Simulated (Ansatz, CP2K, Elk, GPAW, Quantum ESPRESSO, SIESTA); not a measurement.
## Code comparison for CdSe (P6_3mc, 4 atoms in the cell)

Self-consistent single point.

```yaml
crystal:
  lattice:
    - [4.34609, 0.00000, 0.00000]
    - [-2.17305, 3.76382, 0.00000]
    - [0.00000, 0.00000, 7.08984]
  atoms:
    - { symbol: Cd, position: [0.66667, 0.33333, 0.49995] }
    - { symbol: Cd, position: [0.33333, 0.66667, 0.99995] }
    - { symbol: Se, position: [0.66667, 0.33333, 0.87591] }
    - { symbol: Se, position: [0.33333, 0.66667, 0.37591] }
```

Shared settings, as Ansatz (an electronic-structure program) writes them: kpoints.mp_grid.grid = 7 7 4; scf.occupations.method = fixed. Potentials and cutoffs stand in the table.

```tsv
code	model	pressure (GPa)	gap on the mesh (eV)	cutoff
SIESTA	LDA PW92, numerical atomic orbitals DZP, PseudoDojo LDA standard norm-conserving potentials (rewritten from UPF to PSML)	-3.19	0.574	grid 300 Ry
Quantum ESPRESSO	LDA (PZ), GBRV 1.5 ultrasoft (LDA) pseudopotentials	-3.29	0.295	40 Ry
Elk	LDA (PW92), all-electron FP-LAPW, Elk's shipped species files, LAPW+lo basis	–	0.328	rgkmax 7.5
GPAW	LDA (Perdew-Wang 92), GPAW PAW datasets LDA (gpaw-data 1.0.1)	-3.54	0.319	550 eV
Ansatz	LDA (PW92), PAW files made with PBE	-3.32	0.324	420 eV
CP2K	LDA (Pade form), GPW, DZVP-MOLOPT-PBE-GTH basis, GTH-PBE potentials (POTENTIAL_UZH)	-1.52	0.314	grid 500 Ry
```

A dash marks a value that a program does not give, or that is left out as unsure.

Gaps are read on the mesh.

The spread over the programs that give each value: pressure within 2.02 GPa; gap on the mesh within 0.279 eV.

SIESTA and CP2K use small atom-centred bases, whose incompleteness enters pressures, forces and empty levels differently from a plane-wave cutoff. Elk treats all electrons, but the usual bases taken here (sphere radii, linearisation, local orbitals, empty states) were not tested for convergence, so the values are no reference for the others. Ansatz's pressure is given at a fixed set of plane waves, as the other plane-wave codes print theirs. The same LDA comes in different parametrisations, which differ slightly. In the pressure, CP2K (by 1.80) lies more than 1 GPa from the median of the plane-wave programs. In the gap, SIESTA (by 0.255) lies more than 0.12 eV from the median of the plane-wave programs.

The starting cell comes from a database of computed structures (which also holds hypothetical and non-ambient phases and stackings), without a prior relaxation at this level.

Left out of this page: ABINIT (with a known weakness of the program).

Keys are those of Ansatz 0.2.
